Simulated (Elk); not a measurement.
Input and output of a self-consistent single point for Sr3Ca (Pm-3m, 4 atoms in the cell) (Elk).

Level of theory: PBEsol, all-electron FP-LAPW, Elk's shipped species files, default APW+lo basis run with Elk.

The change in words: lattice scaled by 0.98. Reference geometry:
```yaml
crystal:
  lattice:
    - [5.98875, 0.00000, 0.00000]
    - [0.00000, 5.98875, 0.00000]
    - [0.00000, 0.00000, 5.98875]
  atoms:
    - { symbol: Sr, position: [0.00000, 0.50000, 0.50000] }
    - { symbol: Sr, position: [0.50000, 0.00000, 0.50000] }
    - { symbol: Sr, position: [0.50000, 0.50000, 0.00000] }
    - { symbol: Ca, position: [0.00000, 0.00000, 0.00000] }
```

Reference input (self-consistent single point, DFT, PBEsol, all-electron FP-LAPW, Elk's shipped species files, default APW+lo basis): xctype = 22; stype = 0; swidth = 0.00499791 Ha; ngridk = 4 4 4; maxscl = 100. This run's input differs from it in these lines:…

```diff
@@ -16,5 +16,5 @@
 avec
-   11.3170973289    0.0000000000    0.0000000000
-    0.0000000000   11.3170973289    0.0000000000
-    0.0000000000    0.0000000000   11.3170973289
+   11.0907553823    0.0000000000    0.0000000000
+    0.0000000000   11.0907553823    0.0000000000
+    0.0000000000    0.0000000000   11.0907553823
```

Log, with long lists cut:

```
│ Self-consistent loop started │
│ Loop number : 1 │
 total energy                :     -10218.9868626
│ Loop number : 2 │
 total energy                :     -10218.9346898
RMS change in Kohn-Sham potential (target) :   0.1764102439     (  0.1000000000E-05)
Absolute change in total energy (target)   :   0.5217274268E-01 (  0.1000000000E-03)
│ Loop number : 3 │
 total energy                :     -10216.9468275
RMS change in Kohn-Sham potential (target) :   0.1140043799     (  0.1000000000E-05)
Absolute change in total energy (target)   :    2.000905475     (  0.1000000000E-03)
│ Loop number : 4 │
   [... lines left out ...]
Absolute change in total energy (target)   :   0.4123439267E-03 (  0.1000000000E-03)
│ Loop number : 13 │
 total energy                :     -10213.4903570
RMS change in Kohn-Sham potential (target) :   0.1966149212E-06 (  0.1000000000E-05)
Absolute change in total energy (target)   :   0.1095224397E-03 (  0.1000000000E-03)
│ Loop number : 14 │
 total energy                :     -10213.4903571
RMS change in Kohn-Sham potential (target) :   0.7490101364E-07 (  0.1000000000E-05)
Absolute change in total energy (target)   :   0.2721728197E-04 (  0.1000000000E-03)
Convergence targets achieved

│ Loop number : 15 │

Energies :
 Fermi                       :     0.118384851469
 total energy                :     -10213.4903562

Density of states at Fermi energy :    138.2810177
 (states/Hartree/unit cell)

Estimated indirect band gap :   0.1869654707E-02
 from k-point      4 to k-point      3
Estimated direct band gap   :   0.1192266491E-01
 at k-point      4

Charges :
 core                        :    94.00000000
 valence                     :    40.00000000
 interstitial                :    8.143856783
 muffin-tins (core leakage)
  species :    1 (Sr)
   atom    1                 :    35.92183510     (  0.2888529517E-04)
   atom    2                 :    35.92183510     (  0.2888529517E-04)
   atom    3                 :    35.92183510     (  0.2888529517E-04)
  species :    2 (Ca)
   atom    1                 :    18.09063793     (  0.1957904416E-07)
 total in muffin-tins        :    125.8561432
 total calculated charge     :    134.0171423
 total charge                :    134.0000000
 error                       :   0.1714229079E-01

│ Self-consistent loop stopped │
```

The run converged in 15 iterations. The count includes the last loop, which Elk runs after its targets are met. Against the reference run the total energy goes down by 19.4 meV/atom.

The starting cell comes from a database of computed structures (which also holds hypothetical and non-ambient phases and stackings), without a prior relaxation at this level. For this run, on top of that: lattice scaled by 0.98. Values depend on the basis (sphere radii, cutoffs, local orbitals), which need not be converged. The log's line on a gap gives a spacing of levels on this mesh, which the program prints for metals too.
